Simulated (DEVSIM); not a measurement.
Device: abrupt GaAs p-n junction, at 300 K.

```
layer (left to right)  material  thickness (μm)  Nd (cm⁻³)  Na (cm⁻³)  τn (s)  τp (s)
---------------------  --------  --------------  ---------  ---------  ------  ------
1                          GaAs           0.190          -     9.9e15  8.9e-8  8.9e-8
2                          GaAs            33.0     1.8e17          -  8.9e-8  8.9e-8
```

Left contact: ohmic. Right contact: ohmic. Voltage is applied to the left contact. Recombination: SRH at mid-gap, radiative, Auger. Mobility is μmin + (μ − μmin)/(1 + (N/Nref)^α).

The device is made up for the run: typed textbook-type constants, with dimensions and the other settings drawn at random. Values at 300 K.

| parameter | GaAs |
|---|---|
| gap (eV) | 1.424 |
| affinity (eV) | 4.07 |
| permittivity | 12.9 |
| Nc (cm⁻³) | 4.7e17 |
| Nv (cm⁻³) | 9e18 |
| μn (cm²/Vs) | 8500 |
| μp (cm²/Vs) | 400 |
| μn,min | 500 |
| μp,min | 20 |
| Nref,n | 6e16 |
| Nref,p | 1.5e17 |
| αn | 0.39 |
| αp | 0.38 |
| B (cm³/s) | 2e-10 |
| Cn (cm⁶/s) | 1e-30 |
| Cp (cm⁶/s) | 1e-30 |

Simulated with DEVSIM: 1D drift-diffusion, Boltzmann statistics, complete ionisation; no tunnelling, impact ionisation, image-force lowering or self-heating.

Tabulate band edges, carrier densities and field at 1.05 V on the left contact.

Energies count from the Fermi level of the right contact; mesh points crowd at the junctions.

| x (μm) | Ec (eV) | Ev (eV) | n (cm⁻³) | p (cm⁻³) | field (V/cm) |
|---|---|---|---|---|---|
| 0.000 | 0.198 | -1.226 | < 1e2 | 9.9e15 | -1700 |
| 0.02356 | 0.194 | -1.230 | 4.6e13 | 8.4e15 | -1900 |
| 0.06417 | 0.183 | -1.241 | 1.6e14 | 5.6e15 | -3600 |
| 0.1224 | 0.148 | -1.276 | 8.7e14 | 1.4e15 | -9200 |
| 0.1741 | 0.079 | -1.345 | 1.3e16 | 1.0e14 | -19000 |
| 0.1943 | 0.034 | -1.390 | 7.4e16 | 1.8e13 | -20000 |
| 0.2249 | 0.013 | -1.411 | 1.7e17 | 7.6e12 | -1300 |
| 0.3227 | 0.011 | -1.413 | 1.8e17 | 7.0e12 | ≈ 0 |
| 0.4924 | 0.011 | -1.413 | 1.8e17 | 6.7e12 | ≈ 0 |
| 0.8459 | 0.012 | -1.412 | 1.8e17 | 6.0e12 | ≈ 0 |
| 1.582 | 0.012 | -1.412 | 1.8e17 | 4.8e12 | ≈ 0 |
| 3.933 | 0.013 | -1.411 | 1.8e17 | 2.4e12 | ≈ 0 |
| 8.011 | 0.014 | -1.409 | 1.8e17 | 7.4e11 | ≈ 0 |
| 16.51 | 0.018 | -1.406 | 1.8e17 | 6.2e10 | ≈ 0 |
| 26.74 | 0.022 | -1.402 | 1.8e17 | 3.1e9 | ≈ 0 |
| 30.11 | 0.024 | -1.401 | 1.8e17 | 9.9e8 | ≈ 0 |
| 31.72 | 0.024 | -1.400 | 1.8e17 | 4.3e8 | ≈ 0 |
| 32.50 | 0.025 | -1.399 | 1.8e17 | 2.0e8 | ≈ 0 |
| 32.95 | 0.025 | -1.399 | 1.8e17 | 7.0e7 | ≈ 0 |
| 33.09 | 0.025 | -1.399 | 1.8e17 | 3.0e7 | ≈ 0 |
| 33.15 | 0.025 | -1.399 | 1.8e17 | 1.1e7 | ≈ 0 |
| 33.19 | 0.025 | -1.399 | 1.8e17 | < 1e2 | ≈ 0 |
